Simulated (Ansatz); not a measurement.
Consider TiO2 in the rutile structure (space group P4_2/mnm, No. 136).

```xyz
6
Lattice="4.5967 0.0000 0.0000 0.0000 4.5967 0.0000 0.0000 0.0000 2.9537" Properties=species:S:1:pos:R:3 pbc="T T T"
Ti     0.0000     0.0000     0.0000
Ti     2.2984     2.2984     1.4768
O      1.4002     1.4002     0.0000
O      3.6986     0.8981     1.4768
O      0.8981     3.6986     1.4768
O      3.1965     3.1965     0.0000
```

Cartesian axes are those of the cell as printed.

Method: DFT with r2SCAN, PAW potentials and a 500 eV plane-wave cutoff in Ansatz (an electronic-structure program), no SOC.

For the base:

| Item | Result |
|---|---|
| Band gap | 2.22 eV |
| Electron mass | 0.58 mₑ along c, 1.2 mₑ across (at Γ) |
| Width of the top valence band | 1.66 eV |

Now apply this change: biaxial strain −1.97 %, plane normal [001], relaxed out of plane (Cartesian); in-plane vectors clamped, the third vector and the atoms free.

Task: What does the calculation give for the band gap, electron mass and width of the top valence band after the change?

Result: The band gap grows by 0.02 eV (2.22 eV → 2.24 eV); the electron mass becomes 0.59 mₑ out of plane, 1.2 mₑ in plane (at Γ) (base: 0.58 mₑ along c, 1.2 mₑ across (at Γ)); the width of the top valence band goes up by 0.037 eV to 1.69 eV.

Effective masses come from finite differences of ±0.01 Å⁻¹. No phonon test of stability was made. The final runs are not spin-polarised.
